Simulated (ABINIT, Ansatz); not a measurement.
An ABINIT input for a self-consistent single point of Br (Cmce, 4 atoms in the cell) (DFT, PBE, plane waves, PAW (JTH v2.0 PBE PAW)):

```
# Br, JTH v2.0 PBE PAW
pp_dirpath "./"
pseudos "Br.GGA_PBE-JTH.xml"
acell 3*1.0
rprim
         4.3252656253   -6.4396253841    0.0000000000
         4.3252656253    6.4396253841    0.0000000000
         0.0000000000    0.0000000000   16.8376411841
natom 4
ntypat 1
znucl 35
typat 1 1 1 1
xred
         0.8610000000    0.8610000000    0.8890000000
         0.6390000000    0.6390000000    0.3890000000
         0.3610000000    0.3610000000    0.6110000000
         0.1390000000    0.1390000000    0.1110000000
ecut 40 Ry
pawecutdg 80 Ry
occopt 3
tsmear 0.02 eV
nband 19
kptopt 1
ngkpt 5 5 2
nshiftk 1
shiftk 0 0 0
nstep 80
tolvrs 1.0e-11
prtwf 0
prtden 0
prtvol 1
```

**Question.** Give the Ansatz (an electronic-structure program) input for the same structure, mesh, smearing and functional.

**Answer.** One input that does it (others would too):

Ansatz 0.2 input:
```yaml
# Br
crystal:
  lattice:
    - [2.28883200, -3.40770300, 0.00000000]
    - [2.28883200, 3.40770300, 0.00000000]
    - [0.00000000, 0.00000000, 8.91009600]
  atoms:
    - { symbol: Br, position: [0.86100000, 0.86100000, 0.88900000] }
    - { symbol: Br, position: [0.63900000, 0.63900000, 0.38900000] }
    - { symbol: Br, position: [0.36100000, 0.36100000, 0.61100000] }
    - { symbol: Br, position: [0.13900000, 0.13900000, 0.11100000] }
kpoints:
  mp_grid: { grid: [5, 5, 2] }
hamiltonian:
  xc: pbe
  pseudopotentials: { kind: paw }
scf:
  occupations: { method: fermi_dirac, width: 0.02 eV }
output:
  forces: true
  eigenvalues: true
  stress: true
```

Basis settings and potentials, where a program has them, do not carry over. This input uses DFT, PBE, plane waves, default PAW files.

The starting cell has typed, rounded lattice constants, without a prior relaxation at this level. Its lattice was rescaled by a random factor within 2.5 % of one.
